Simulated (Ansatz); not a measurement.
Reference: K2Pt (Fm-3m), PBEsol with spin-orbit coupling, rigid bands (plane waves, PAW; Ansatz, a first-principles code); geometry: cell and atoms relaxed with PBEsol.

```xyz
3
Lattice="0.0000 3.7383 3.7383 3.7383 0.0000 3.7383 3.7383 3.7383 0.0000" Properties=species:S:1:pos:R:3 pbc="T T T"
K      5.6074     5.6074     5.6074
K      1.8691     1.8691     1.8691
Pt     0.0000     0.0000     0.0000
```

| Property | Result |
|---|---|
| band gap | 0.97 eV |
| electron conductivity mass | 0.51 mₑ |
| hole conductivity mass | 15.1 mₑ |
| Seebeck coefficient, n-type 1e19 cm⁻³ | -326 μV/K |

Swap Pt for Te, keeping the structure type. How do these values move?

K2Te (Fm-3m): volume per atom 34.8 to 44.1 Å³; band gap rises (0.97 eV to 1.95 eV); electron conductivity mass falls (0.51 mₑ to 0.30 mₑ); hole conductivity mass falls (15.1 mₑ to 7.3 mₑ); Seebeck coefficient, n-type 1e19 cm⁻³ falls in size (-326 μV/K to -155 μV/K).

Moves up to 5 % count as about the same. Masses are for dilute carriers at 300 K, harmonic means over directions unless an axis is named. Seebeck coefficients are for the stated density at 300 K, with one relaxation time for all states and whether or not that doping can be reached.

Formula and space group known from diffraction (Crystallography Open Database), not checked to be the room-temperature form: K2Te (Fm-3m). Computed structure with no diffraction record at hand here (it may be known, metastable or hypothetical): K2Pt (Fm-3m).
